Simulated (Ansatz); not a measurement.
The parent structure is InAgTe2 in the chalcopyrite structure (space group I-42d, No. 122; a = 6.354 Å, c = 12.637 Å). Axes: x, y, z lie along a, b, c of the conventional cell.

All numbers come from Ansatz (a quantum-chemistry and plane-wave program), LDA, PAW, cutoff 420 eV, scalar-relativistic without spin-orbit coupling.

Base values:

The pressure is 0.0 GPa and the shortest interatomic distance is 2.709 Å.

Modification: biaxial strain −0.75 %, plane normal [001], relaxed out of plane (Cartesian); in-plane vectors clamped, the third vector and the atoms free.

What happens to the energy relative to the base, pressure and shortest interatomic distance?

The energy rises by 0.5 meV/atom; the pressure (mean of the normal stresses, compression positive) goes from zero to 0.2 GPa; the shortest interatomic distance decreases by 0.005 Å to 2.704 Å.

Stability against distortions was not tested. All final runs are without spin polarisation. Gaps under 0.05 eV, about the width of the smearing, are given as zero.
